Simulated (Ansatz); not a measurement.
Base system: AlP in the zinc blende structure (space group F-43m, No. 216; a = 5.508 Å).

All numbers come from Ansatz (a program for electronic structure), PBE, PAW, cutoff 420 eV, no spin-orbit coupling.

Base values:

```
Item                           Result
----------------------------  -------
Gap between the host's bands  1.63 eV
```

It is then changed as follows: hole doping at 1.5×10^21 cm⁻³ (0.0627 per cell), with a uniform compensating background at fixed cell and a 300 K Fermi–Dirac width.

### Question
What happens to the gap between the host's bands?

### Answer
The gap between the host's bands goes up by 0.06 eV (1.63 eV → 1.69 eV).

### Question
Estimate the effect on the Fermi level from band edge.

### Answer
The Fermi level relative to the doped band's edge (positive inside the band; to 0.05 eV) amounts to +0.20 eV.

Carriers are added with a uniform compensating background; total energy and stress of such cells depend on the potential's zero and are not compared; many-body gap narrowing is missing at this level. Stability against distortions was not tested.
